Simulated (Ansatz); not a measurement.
Ansatz (a first-principles code) run on Ba4As2O (I4mm, 7 atoms in the cell): self-consistent single point.

Method: PBEsol, default PAW files made with PBE (plane waves; Ansatz).

```xyz
7
Lattice="-2.5933 2.5933 8.6761 2.5933 -2.5933 8.6761 2.5933 2.5933 -8.6761" Properties=species:S:1:pos:R:3 pbc="T T T"
Ba     0.0000     0.0000    11.7695
Ba     0.0000     0.0000     5.6327
Ba     0.0000     2.5933     0.0000
Ba     2.5933     0.0000     0.0000
As     0.0000     0.0000    14.9989
As     0.0000     0.0000     2.3533
O      0.0000     0.0000     8.6761
```

Reference input (self-consistent single point, DFT, PBEsol, plane waves, default PAW files made with PBE): basis.ecutwfc = 420 eV; kpoints.mp_grid.grid = 5 5 5; hamiltonian.xc = pbesol; hamiltonian.pseudopotentials = {kind: paw} (the program's default PAW files); scf.occupations.method = fixed. This run's input differs from it in these lines:

Ansatz 0.2 input:
```diff
@@ -16,3 +16,3 @@
 kpoints:
-  mp_grid: { grid: [5, 5, 5] }
+  mp_grid: { grid: [10, 10, 10] }
 hamiltonian:
```

Output (repeated stretches shortened):

```
SCF iter   1: F=—  HF=-33645.589303 eV  |F-HF|=—  |Δ(HF+E_count)|=         —  Δρ=6.26e-3  dr2=9.96e-2  ethr=1.77e-3  ⟨swp⟩=6.2  Hψ=18631  notcnv=0  defer=489
all-band conjugate gradients solve this SCF's bands
preconditioner: auto → Resta (q_TF=auto, 2.263 Å⁻¹)
SCF iter   2: F=—  HF=-33645.574351 eV  |F-HF|=—  |Δ(HF+E_count)|=   1.50e-2  Δρ=3.57e-3  dr2=2.42e-2  ethr=1.31e-4  ⟨swp⟩=2.7  Hψ=8364  notcnv=0  defer=607
   [... lines left out ...]
SCF iter   5: F=—  HF=-33645.570052 eV  |F-HF|=—  |Δ(HF+E_count)|=   4.13e-5  Δρ=4.00e-5  dr2=4.68e-6  ethr=1.66e-7  ⟨swp⟩=2.0  Hψ=8374  notcnv=0  defer=478
SCF iter   6: F=—  HF=-33645.570138 eV  |F-HF|=—  |Δ(HF+E_count)|=   8.59e-5  Δρ=1.44e-5  dr2=7.48e-7  ethr=6.16e-9  ⟨swp⟩=2.0  Hψ=8739  notcnv=0  defer=379
SCF iter   7: F=—  HF=-33645.570138 eV  |F-HF|=—  |Δ(HF+E_count)|=   2.79e-7  Δρ=5.29e-6  dr2=1.07e-7  ethr=9.84e-10  ⟨swp⟩=2.1  Hψ=8392  notcnv=0  defer=376
SCF iter   8: F=-33645.570138 eV  HF=-33645.570138 eV  |F-HF|=4.83e-9  |Δ(HF+E_count)|=   4.24e-8  Δρ=1.54e-6  dr2=8.06e-9  ethr=1.32e-10  ⟨swp⟩=16.0  Hψ=29148  notcnv=0
SCF 1 converged in 8 iterations: F = -33645.570138 eV  dr2 = 8.06e-9
Free energy (F): -33645.570138 eV
Internal energy: -33645.570138 eV  (E = F + TS)
E sigma→0 (E₀):  -33645.570138 eV
Fermi energy:    7.769766 eV
--- Forces (eV/Å), atoms counted from 1 ---
  atom   1  Ba     0.00000000    -0.00000000    -0.19039313
  atom   2  Ba     0.00000000     0.00000000     0.03609822
  atom   3  Ba     0.00000000    -0.00000000     0.06340076
  atom   4  Ba    -0.00000000     0.00000000     0.06340076
  atom   5  As    -0.00000000     0.00000000     0.08919252
  atom   6  As     0.00000000     0.00000000     0.00327504
  atom   7  O      0.00000000     0.00000000    -0.06497670
--- Stress (GPa, compression-positive) ---
       -2.017347       0.000000      -0.000000
        0.000000      -2.017347      -0.000000
       -0.000000       0.000000      -1.715952
  P = ⅓ Tr σ = -1.9169 GPa (-19.169 kbar)
  The stress holds the Pulay correction. Without it, at fixed plane waves, as pw.x and ABINIT print it: P = -1.9763 GPa
```

The run converged in 8 iterations. Against the reference run the free energy stays essentially unchanged (within 1 meV/atom), the pressure hardly changes (-1.91 to -1.92 GPa), the largest force stays at 0.190 eV/Å and the gap on the mesh goes from 0.672 to 0.639 eV.

The starting cell comes from a database of computed structures (which also holds hypothetical and non-ambient phases and stackings), without a prior relaxation at this level. Its lattice was rescaled by up to half a per cent. One atom was moved a little off its site on purpose. Ansatz's pressure includes its estimate of the finite-basis (Pulay) stress.

Cost on one core of a shared machine: roughly 2 min.
